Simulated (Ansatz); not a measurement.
We consider Sr2BeN2 (model structure, started from the Ca2ZnN2 type, I4/mmm, No. 139, 5 atoms in the cell), described by G0W0@PBEsol (Ansatz, a quantum-chemistry and plane-wave program, plane waves, hard PAW, contour deformation).

The cell is the one relaxed with PBEsol. Conventional cell: a = 3.7793 Å, b = 3.7793 Å, c = 11.7719 Å, α = 90.00°, β = 90.00°, γ = 90.00°.

The quasiparticle gap at Γ at a fixed k mesh 2×2×2:

```tsv
response cutoff	value (eV)
150 eV, 644 empty bands	1.530
200 eV, 992 empty bands	1.587
250 eV, 1386 empty bands	1.617
300 eV, 1822 empty bands	1.634
```

Question: Taking the value to converge with the response cutoff E as E^(−3/2), extrapolate from the last two rows.

Answer: With y = y∞ + c/w and weights w = 3953 and 5196 for the last two rows, y∞ = (w2 y2 − w1 y1)/(w2 − w1) = (5196 × 1.634 − 3953 × 1.617)/1243 = 1.688 eV, which lies 0.054 beyond the last row. Successive pairs of rows give 1.693, 1.692, 1.688. The limit also hangs on the law assumed, so its last digits aren't firm.

The other settings are not extrapolated, so this is the limit in one setting alone.

Spin–orbit coupling is not included.

A model structure was made by putting elements into a prototype or built by hand; it is no filed structure, need not be a known phase, and can be a saddle point held by its symmetry.
